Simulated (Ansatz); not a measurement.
# Zr: response to strain

The parent structure is Zr in the hcp (Mg type) structure (space group P6_3/mmc, No. 194; a = 3.2443 Å, c = 5.1580 Å; relaxed with 0.1 eV smearing). Axes: x lies along a and z along c of the hexagonal cell.

Strains are applied to the cell and any free atomic positions relax.

Method: plane-wave PAW DFT at the r2SCAN level (Ansatz, a quantum-chemistry and plane-wave program, 500 eV), no spin-orbit coupling.

Notes on the quantities. pressure: mean of the normal stresses, compression positive; energy relative to the base: free energy F.

| change | pressure | energy relative to the base | shortest interatomic distance |
|---|---|---|---|
| base | 0.0 GPa | 0 meV/atom | 3.187 Å |
| uniaxial strain ε_xx = −3.00 % | 3.0 GPa | +10 meV/atom | 3.147 Å |
| uniaxial strain ε_xx = −2.50 % | 2.4 GPa | +7.0 meV/atom | 3.156 Å |
| uniaxial strain ε_xx = −2.00 % | 1.9 GPa | +4.5 meV/atom | 3.162 Å |
| uniaxial strain ε_xx = −1.50 % | 1.4 GPa | +2.5 meV/atom | 3.168 Å |
| uniaxial strain ε_xx = −1.00 % | 1.0 GPa | +1.1 meV/atom | 3.174 Å |
| uniaxial strain ε_xx = −0.50 % | 0.5 GPa | +0.3 meV/atom | 3.181 Å |

No phonon test of stability was made. All final runs are without spin polarisation.
